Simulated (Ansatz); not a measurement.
The starting structures come from a database of crystals and need not be the phases stable at ambient conditions.

 Where the default PAW files enter, the runs use the earlier of Ansatz's two default sets.

Tunnelling through a barrier is set by its complex band structure: the current falls as exp(−2κd) with the smallest κ.

Data:

```yaml
crystal:
  lattice:
    - [4.13734, 0.00000, 0.00000]
    - [0.00000, 7.25670, 0.00000]
    - [1.54068, 0.00000, 3.93090]
  atoms:
    - { symbol: Ag, position: [0.88611, 0.75000, 0.89597] }
    - { symbol: Ag, position: [0.11389, 0.25000, 0.10403] }
    - { symbol: Ag, position: [0.50000, 0.00000, 0.50000] }
    - { symbol: Ag, position: [0.50000, 0.50000, 0.50000] }
    - { symbol: S, position: [0.27249, 0.75000, 0.28478] }
    - { symbol: S, position: [0.72751, 0.25000, 0.71522] }
```

Space group of this cell: P2_1/m. The cell is strained (lengths across the current scaled by 0.98, ions clamped).

Transport runs along the normal of the first two printed cell vectors.

No gap correction and no spin-orbit coupling; mid-gap values are interpolated between computed energies.

### Question
Compute, with PBEsol run with Ansatz (a program for electronic structure), the band gap and the smallest decay constant κ at mid-gap.

### Answer
Gap 0.96 eV on a 8×4×8 mesh; κ = 0.110 1/Å, at the zone centre.
